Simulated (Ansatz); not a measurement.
Si (diamond structure), Σ17 (223) [1-10] symmetric tilt. One As atom replaces one Si atom in a bicrystal of 62 atoms (one solute to 62 Å² of one boundary, a high coverage); atoms relaxed, cell held. Energies count from the site farthest from both boundaries, which lies only 5.1 Å away; negative means that the solute is drawn to the site. The cell is neutral, and spin is allowed where the electrons are odd. k-points: Γ-centred 2×6×1 mesh; occupations: Fermi-Dirac, 0.050 eV; spin-polarised, moments started parallel. Spin-orbit coupling is left out.

Sites tried, by distance from the nearest boundary plane (Å): 0.00, 0.00, 1.23, 1.93.

Q: Does As segregate by PBE (Ansatz, a program for electronic structure), and with what energy at each site?

A: 0.00 Å: -0.30 eV; 0.00 Å: -0.31 eV; 1.23 Å: 0.12 eV; 1.93 Å: -0.08 eV. The most favoured site tried binds it by 0.31 eV.
